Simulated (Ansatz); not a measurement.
Start from ZnO in the wurtzite structure (space group P6_3mc, No. 186; a = 3.2352 Å, c = 5.2114 Å). Axes: x lies along a and z along c of the hexagonal cell.

All numbers come from r2SCAN/PAW in Ansatz (a first-principles code), no spin-orbit coupling.

Perturbation: uniaxial strain ε_yy = +3.63 %, all other strain components held at zero; the atoms relax in the strained cell.

Predict the stress tensor and what it implies for the stiffness.

Stress of the strained cell less that of the base (GPa, compression positive):
```
  -4.12    0.00    0.00
   0.00   -7.42    0.00
   0.00    0.00   -3.72
```

Then −Δσ_ii/ε with ε = 0.0363 gives secant stiffness values (nonlinear terms included at this strain): C22 ≈ 204 GPa, C12 ≈ 113 GPa and C23 ≈ 102 GPa.

As a check, the harmonic strain energy −½ V₀ Δσ:ε is 9.9 meV/atom; the computed energy rise is 10 meV/atom.

Stability against distortions was not tested.
